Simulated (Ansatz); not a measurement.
The starting structures come from a database of crystals and need not be the phases stable at ambient conditions.

 Where the default PAW files enter, the runs use the earlier of Ansatz's two default sets.

Consider the following.

```yaml
crystal:
  lattice:
    - [7.40179, 0.00000, 0.00000]
    - [0.00000, 8.14958, 0.00000]
    - [0.00000, 1.51937, 4.08792]
  atoms:
    - { symbol: Ag, position: [0.49119, 0.79359, 0.47746] }
    - { symbol: Ag, position: [0.50881, 0.20641, 0.52254] }
    - { symbol: Ag, position: [0.99119, 0.70641, 0.52254] }
    - { symbol: Ag, position: [0.00881, 0.29359, 0.47746] }
    - { symbol: Ag, position: [0.30697, 0.44291, 0.85533] }
    - { symbol: Ag, position: [0.69303, 0.55709, 0.14467] }
    - { symbol: Ag, position: [0.80697, 0.05709, 0.14467] }
    - { symbol: Ag, position: [0.19303, 0.94291, 0.85533] }
    - { symbol: S, position: [0.23666, 0.14054, 0.26031] }
    - { symbol: S, position: [0.76334, 0.85946, 0.73969] }
    - { symbol: S, position: [0.73666, 0.35946, 0.73969] }
    - { symbol: S, position: [0.26334, 0.64054, 0.26031] }
```

Space group of this cell: P2_1/c. The cell is taken as given; by PBEsol its mean pressure is -5.5 GPa.

Transport runs along the normal of the first two printed cell vectors.

The gap is the functional's own. No spin-orbit coupling. Mid-gap values are interpolated on the energy grid.

**Question.** Estimate the band gap and the smallest decay constant κ at mid-gap that PBEsol (Ansatz, a first-principles code) returns for this system.

**Answer.** Gap 0.88 eV on a 4×4×8 mesh; κ = 0.154 1/Å, at the zone centre.
